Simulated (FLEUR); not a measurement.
Input and output of a self-consistent single point for LaAl5Ni2 (Immm, 8 atoms in the cell) (FLEUR)

Computed with PBEsol, all-electron FLAPW (FLEUR), scalar-relativistic valence.

This input was run:

Input of the input generator:

```
scf LaAl5Ni2
&input film=f /
-3.7837419276 6.6274490430 9.1187411336
3.7837419276 -6.6274490430 9.1187411336
3.7837419276 6.6274490430 -9.1187411336
1.0
1.0 1.0 1.0

8
57 0.0000000000 -0.0000000000 0.0000000000
13 0.5000000000 -0.0000000000 0.5000000000
13 0.8493400000 0.6607200000 0.1886200000
13 0.1506600000 0.3392800000 0.8113800000
13 0.4721000000 0.6607200000 0.8113800000
13 0.5279000000 0.3392800000 0.1886200000
28 0.7357200000 0.2357200000 0.5000000000
28 0.2642800000 0.7642800000 0.5000000000

&comp jspins=1 /
&exco xctyp='PBEs' /
&kpt div1=5 div2=5 div3=5 /
&end /
```

```xml
<?xml version="1.0" encoding="UTF-8" standalone="no"?>
<fleurInput fleurInputVersion="0.39">
   <comment>
      scf LaAl5Ni2                                                                                        
   </comment>
   <calculationSetup>
      <cutoffs Kmax="4.1" Gmax="16.4" GmaxXC="16.4" numbands="0"/>
      <scfLoop itmax="60" minDistance="0.00001" maxIterBroyd="99" imix="Anderson" alpha="0.05" precondParam="0.0" spinf="2.0"/>
      <coreElectrons ctail="T" frcor="F" kcrel="0" coretail_lmax="0"/>
      <xcFunctional name="PBEs" relativisticCorrections="F"/>
      <magnetism jspins="1"/>
      <soc l_soc="F" theta="0.0" phi="0.0" spav="F"/>
      <expertModes spex="0" secvar="F"/>
      <geometryOptimization l_f="T" forcealpha="1.0" forcemix="BFGS" epsdisp="0.00001" epsforce="0.00001"/>
      <ldaU l_linMix="F" mixParam="0.05" spinf="1.0"/>
   </calculationSetup>
   <cell>
      <bzIntegration valenceElectrons="58.0" mode="gauss" fermiSmearingEnergy="0.00999582">
         <kPointListSelection listName="default-1"/>
         <!-- k-points included here -->
         <xi:include xmlns:xi="http://www.w3.org/2001/XInclude" href="kpts.xml"> </xi:include>
      </bzIntegration>
      <!-- symmetry operations included here -->
      <xi:include xmlns:xi="http://www.w3.org/2001/XInclude" href="sym.xml"> </xi:include>
      <bulkLattice scale="1.0">
         <bravaisMatrix>
            <row-1>   -3.7837419275999999     6.6274490430000004     9.1187411336000004</row-1>
            <row-2>    3.7837419275999999    -6.6274490430000004     9.1187411336000004</row-2>
            <row-3>    3.7837419275999999     6.6274490430000004    -9.1187411336000004</row-3>
         </bravaisMatrix>
      </bulkLattice>
   </cell>
   <atomSpecies>
      <species name="Lanthanum (La)" element="La" atomicNumber="57">
         <mtSphere radius="2.68" gridPoints="925" logIncrement="0.014"/>
         <atomicCutoffs lmax="10" lnonsphr="8"/>
         <electronConfig flipSpins="F">
            <coreConfig>(1s1/2) (2s1/2) (2p1/2) (2p3/2) (3s1/2) (3p1/2) (3p3/2) (4s1/2) (3d3/2) (3d5/2) (4p1/2) (4p3/2) (4d3/2) (4d5/2)</coreConfig>
            <valenceConfig>(5s1/2) (5p1/2) (5p3/2) (6s1/2) (5d3/2) (5d5/2)</valenceConfig>
            <stateOccupation state="(5d3/2)" spinUp="0.2" spinDown="0.2"/>
            <stateOccupation state="(5d5/2)" spinUp="0.3" spinDown="0.3"/>
         </electronConfig>
         <energyParameters s="6" p="6" d="5" f="4"/>
         <lo type="SCLO" l="0" n="5" eDeriv="0"/>
         <lo type="SCLO" l="1" n="5" eDeriv="0"/>
      </species>
      <species name="Aluminum (Al)" element="Al" atomicNumber="13">
         <mtSphere radius="1.58" gridPoints="547" logIncrement="0.02"/>
         <atomicCutoffs lmax="6" lnonsphr="4"/>
         <electronConfig flipSpins="F">
            <coreConfig>(1s1/2) (2s1/2) (2p1/2) (2p3/2)</coreConfig>
            <valenceConfig>(3s1/2) (3p1/2) (3p3/2)</valenceConfig>
            <stateOccupation state="(3p1/2)" spinUp="0.1666666666667" spinDown="0.1666666666667"/>
            <stateOccupation state="(3p3/2)" spinUp="0.3333333333333" spinDown="0.3333333333333"/>
         </electronConfig>
         <energyParameters s="3" p="3" d="3" f="4"/>
      </species>
      <species name="Nickel (Ni)" element="Ni" atomicNumber="28">
         <mtSphere radius="2.43" gridPoints="839" logIncrement="0.015"/>
         <atomicCutoffs lmax="10" lnonsphr="8"/>
         <electronConfig flipSpins="F">
            <coreConfig>(1s1/2) (2s1/2) (2p1/2) (2p3/2) (3s1/2)</coreConfig>
            <valenceConfig>(3p1/2) (3p3/2) (4s1/2) (3d3/2) (3d5/2)</valenceConfig>
            <stateOccupation state="(3d3/2)" spinUp="1.6" spinDown="1.6"/>
            <stateOccupation state="(3d5/2)" spinUp="2.4" spinDown="2.4"/>
         </electronConfig>
         <energyParameters s="4" p="4" d="3" f="4"/>
         <lo type="SCLO" l="1" n="3" eDeriv="0"/>
      </species>
   </atomSpecies>
   <atomGroups>
      <atomGroup species="Lanthanum (La)">
         <relPos label="                   1">.0000000000 .0000000000 .0000000000</relPos>
         <force calculate="T" relaxXYZ="TTT"/>
      </atomGroup>
      <atomGroup species="Aluminum (Al)">
         <relPos label="                   2">1.000/2.000 .0000000000 1.000/2.000</relPos>
         <force calculate="T" relaxXYZ="TTT"/>
      </atomGroup>
      <atomGroup species="Aluminum (Al)">
         <relPos label="                   3">-.1506600000 -.3392800000 .1886200000</relPos>
         <relPos label="                   4">.1506600000 .3392800000 -.1886200000</relPos>
         <relPos label="                   5">.4721000000 -.3392800000 -.1886200000</relPos>
         <relPos label="                   6">-.4721000000 .3392800000 .1886200000</relPos>
         <force calculate="T" relaxXYZ="TTT"/>
      </atomGroup>
      <atomGroup species="Nickel (Ni)">
         <relPos label="                   7">-.2642800000 .2357200000 1.000/2.000</relPos>
         <relPos label="                   8">.2642800000 -.2357200000 1.000/2.000</relPos>
         <force calculate="T" relaxXYZ="TTT"/>
      </atomGroup>
   </atomGroups>
   <output dos="F" band="F" slice="F">
      <checks vchk="F" cdinf="F"/>
      <bandDOS minEnergy="-.5*Htr" maxEnergy="0.5*Htr" sigma="0.015" storeEVData="T"/>
      <vacuumDOS vacdos="F" integ="F" star="F" nstars="0" locx1="0.0" locy1="0.0" locx2="0.0" locy2="0.0" nstm="0" tworkf="0.0"/>
      <unfoldingBand unfoldBand="F" supercellX="1" supercellY="1" supercellZ="1"/>
      <plotting iplot="0" polar="F">
         <plot TwoD="T" vec1="  1.0  0.0  0.0" vec2="  0.0  1.0  0.0" vec3="  0.0  0.0  1.0" zero="  0.0  0.0  0.0" file="plot"/>
      </plotting>
      <chargeDensitySlicing numkpt="0" minEigenval="0.0" maxEigenval="0.0" nnne="0" pallst="F"/>
      <specialOutput eonly="F"/>
      <magneticCircularDichroism mcd="F" energyLo="-10.0" energyUp="0.0"/>
   </output>
  <!-- We include the file relax.xml here to enable relaxations (see documentation) -->
  <xi:include xmlns:xi="http://www.w3.org/2001/XInclude" href="relax.xml"> <xi:fallback/> </xi:include>
</fleurInput>
```

Log, with long lists cut:

```
      Welcome to FLEUR        (www.flapw.de)
      MaX-Release 8.1          (www.max-centre.eu)

 ========== k-point set info ==========
 Selected k-point list: default-1
 k-point list type: mesh
 5 x 5 x 5
 Number of k points: 27

 ------------Calculation Setup---------------------------
           1           3           9          27
 Number of basis functions:         1131
 Iteration:     1   Distance:      15.46254212 me/bohr^3
 Iteration:     2   Distance:       9.59125805 me/bohr^3
 Iteration:     3   Distance:       6.32760281 me/bohr^3
 Iteration:     4   Distance:      12.48744684 me/bohr^3
 Iteration:     5   Distance:       7.84697998 me/bohr^3
 Iteration:     6   Distance:       7.48664974 me/bohr^3
   [... 11 lines left out ...]
 Iteration:    18   Distance:       0.00064194 me/bohr^3
 Iteration:    19   Distance:       0.00014201 me/bohr^3
 Iteration:    20   Distance:       0.00009609 me/bohr^3
 Iteration:    21   Distance:       0.00003226 me/bohr^3
 Iteration:    22   Distance:       0.00000132 me/bohr^3
 Reset of history
 Run finished successfully
 Stop message:
   Structural relaxation: new displacements generated

[file out, last iteration]
             iter=     23
          p o t e n t i a l   g e n e r a t o r
[...]
          integral of pseudo charge density inside the slab=        0.000000   0.000000
     coulomb potential in the interstitial region:
          density-coulomb potential integrals
          total density-coulomb potenti   -20467.3554161451
          density-effective potential integrals for spin  1
          total density-effective poten   -2.1013324698E+04
          charge density-energy density integrals
          total charge density-energy d   -4.1629779305E+02
 Updated energy parameters for spin:           1
  Atom    1 6s branch from -0.72 to  2.90 htr. ; e_l =  0.2612
  Atom    1 6p branch from  0.01 to  3.64 htr. ; e_l =  0.3680
  Atom    1 5d branch from -3.22 to  1.16 htr. ; e_l =  0.3432
  Atom    1 4f branch from -9.99 to  0.48 htr. ; e_l =  0.4167
  Atom    1 5s branch from -9.18 to -0.72 htr. ; e_l(l -0.8555
  Atom    1 5p branch from -6.74 to  0.01 htr. ; e_l(l -0.2663
  Atom    2 3s branch from -3.36 to  4.29 htr. ; e_l = -0.1959
  Atom    2 3p branch from -1.93 to  4.52 htr. ; e_l = -0.0702
  Atom    2 3d branch from -9.99 to  3.91 htr. ; e_l =  0.0895
  Atom    2 4f branch from -9.99 to  7.72 htr. ; e_l =  0.2508
  Atom    3 3s branch from -3.35 to  4.29 htr. ; e_l = -0.1860
  Atom    3 3p branch from -1.92 to  4.53 htr. ; e_l = -0.0602
  Atom    3 3d branch from -9.99 to  3.92 htr. ; e_l =  0.0995
  Atom    3 4f branch from -9.99 to  7.73 htr. ; e_l =  0.2608
  Atom    4 4s branch from -3.45 to  1.38 htr. ; e_l =  0.1667
  Atom    4 4p branch from -2.00 to  1.94 htr. ; e_l =  0.3082
  Atom    4 3d branch from -9.99 to  0.34 htr. ; e_l =  0.2571
  Atom    4 4f branch from -9.99 to  3.31 htr. ; e_l =  0.6293
  Atom    4 3p branch from-30.39 to -2.00 htr. ; e_l(l -2.0025
[...]
 fermi energy and band-weighting factors:
at   0.40000   0.60000  -0.40000   k-weight:    0.016000
   45 eigenvalues :
   -2.003603   -2.003594   -2.002049   -2.002035   -1.999518   -1.999517   -0.854013   -0.262678
   [... lines left out ...]
          first approx. to ef    (T=0)  :   0.334999 htr   (energy of the highest occ. eigenvalue)
          total moment                 =     0.00000
 Direct bandgap for spin            1 :    2.2140615650250162E-003  Htr
   [... lines left out ...]
          charge density-ex.-corr.energ     -416.2977930518
          el.-nucl. inter. diff. m.t.      10316.6458809312
          Madelung term for atom type:       -34.7475518499
          el.-nucl. inter. diff. m.t.        283.4781917960
          Madelung term for atom type:        -9.8714360292
          el.-nucl. inter. diff. m.t.       1133.6488097990
          Madelung term for atom type:       -39.8416519769
          el.-nucl. inter. diff. m.t.       3655.8820365970
          Madelung term for atom type:       -12.5057487426
 ---->    total energy=                   -12745.4054226026 htr
 ---->    (input%tkb*entropy) TS=              0.0000000000 htr
 ---->    free energy=                    -12745.4054226026 htr
      extrapolation for T->0
 ---->    total electron energy=          -12745.4054226026 htr
 ***** TOTAL FORCES ON ATOMS *****
 TOTAL FORCE FOR ATOM TYPE=  1  X=  0.000   Y=  0.000   Z=  0.000
                       FX_TOT= 0.000000 FY_TOT= 0.000000 FZ_TOT= 0.000000
 TOTAL FORCE FOR ATOM TYPE=  2  X=  0.000   Y=  6.627   Z=  0.000
                       FX_TOT= 0.000000 FY_TOT= 0.000000 FZ_TOT= 0.000000
 TOTAL FORCE FOR ATOM TYPE=  3  X=  0.000   Y=  2.500   Z= -6.188
                       FX_TOT= 0.000000 FY_TOT= 0.002465 FZ_TOT=-0.000380
 TOTAL FORCE FOR ATOM TYPE=  4  X=  3.784   Y=  0.000   Z= -4.820
                       FX_TOT= 0.000000 FY_TOT= 0.000000 FZ_TOT= 0.001145
```

The run converged in 22 iterations. FLEUR gives forces in its relaxation mode, with a further iteration, so its stop message speaks of a relaxation.

The starting cell comes from a database of computed structures (which also holds hypothetical and non-ambient phases and stackings), without a prior relaxation at this level. Spin polarisation is off. Values depend on the basis (sphere radii, cutoffs, local orbitals), which need not be converged. The log's line on a gap gives a spacing of levels on this mesh, which the program prints for metals too.

Cost on one core of a shared machine: roughly 9 min.
